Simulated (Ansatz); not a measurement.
## ZrB2: strain along the normal

ZrB2 (AlB2 type, P6/mmm, 10.284 Å³/atom and stress up to 0.01 GPa in the relaxed cell, c along z) under an equal strain ε in the (0001) plane with the normal axis free, as in a coherent film. PBE in Ansatz, a plane-wave DFT program (PAW, default set), 420 eV, 21×21×16 Γ-centred mesh, Fermi-Dirac smearing 0.10 eV; ions are relaxed, or left where forces stay under 0.02 eV/Å, within the symmetry of each cell.

Here s stands for strain and y for normal strain.

```
strain (%)  normal strain (%)
----------  -----------------
-3.00                       ?
-1.50                    0.85
-1.00                    0.56
-0.50                    0.28
0.00                     0.00
0.50                    -0.28
1.00                    -0.55
1.50                    -0.82
```

The 7 complete rows are fitted with a straight line, y against s. Means: s 0, y 0.006. About the means, the sum of products is -3.8950 and the sum of squares of s is 7.0000; the slope is their ratio. Least squares gives y = 0.006 - 0.5564·s. Residuals (row less fit): 0.009, -0.002, -0.004, -0.006, -0.008, 0.000, 0.009; standard error 0.008 (degrees of freedom: 5). The slope, about -0.56, is the elastic response of the normal axis, −2C13/C33.

Problem. What does the fit predict for y at s = -3.00, and how far is the calculated value from it?

Solution. y = 0.006 - 0.5564 × (-3.0) = 1.675%. The calculation gives 1.75%, 0.075% above the prediction (2.9 % of the range of y in the table). The row lies outside the fitted rows, so this is an extrapolation. From the scatter of the fitted rows alone, a prediction at this place has a standard error of 0.012%, so the miss is 6.2 times that.

A polynomial of degree 2 through the 12 other runs of the series gives 1.73 there, so most of the miss is curvature that the fit leaves out. In a metal these values are sensitive to mesh and smearing; energies are taken to zero smearing, stresses follow the free energy. The runs aren't spin-polarised. Rows are the converged runs of the series near zero and its far end; series whose fitted rows scatter by over a few per cent of the range, as at a crossing or softening among them, aren't shown in this form, nor equations of state whose B0' disagrees with the runs' pressures. Most that stay on the fit to the last digits aren't either.
